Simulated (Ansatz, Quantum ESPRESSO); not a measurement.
**One structure in several programs: YbAl2 (Fd-3m, 6 atoms in the cell)**

Self-consistent single point.

```xyz
6
Lattice="0.0000 3.9255 3.9255 3.9255 0.0000 3.9255 3.9255 3.9255 0.0000" Properties=species:S:1:pos:R:3 pbc="T T T"
Yb     1.9628     1.9628     1.9628
Yb     0.0000     0.0000     0.0000
Al     2.9441     4.9069     2.9441
Al     4.9069     4.9069     4.9069
Al     4.9069     2.9441     2.9441
Al     2.9441     2.9441     4.9069
```

All programs got the same cell, k-point mesh and kind of occupations (in Ansatz's words: kpoints.mp_grid.grid = 10 10 10; scf.occupations.method = fermi_dirac; scf.occupations.width = 0.05 eV); potentials, basis and cutoffs are each program's usual ones.

| code | model | pressure (GPa) | cutoff |
|---|---|---|---|
| Ansatz | PBEsol, PAW files made with PBE | -1.66 | 420 eV |
| Quantum ESPRESSO | PBEsol, SSSP 1.1.2 efficiency (PBE) pseudopotentials | -2.04 | 50 Ry |

The spread over the programs that give each value: pressure within 0.38 GPa.

The starting cell comes from a database of computed structures (which also holds hypothetical and non-ambient phases and stackings), without a prior relaxation at this level. Its lattice was rescaled by a random factor within 2.5 % of one. On Ansatz's run: Spin-orbit coupling is off. Spin polarisation is off.

Q: Why do the programs differ, and what cannot be compared?

A: Differences of this kind can come from the potentials, where these differ, and from what each basis and cutoff leave unconverged. The zero of total energies and Fermi levels follows the potentials and each program's conventions, so they are not compared here. Ansatz's pressure is given at a fixed set of plane waves, as the other plane-wave codes print theirs; with its correction for the finite basis it is -1.62 GPa.

Left out of this page: FLEUR (not drawn, or without a comparable value).

Ansatz is a first-principles code.

Keys are those of Ansatz 0.2.
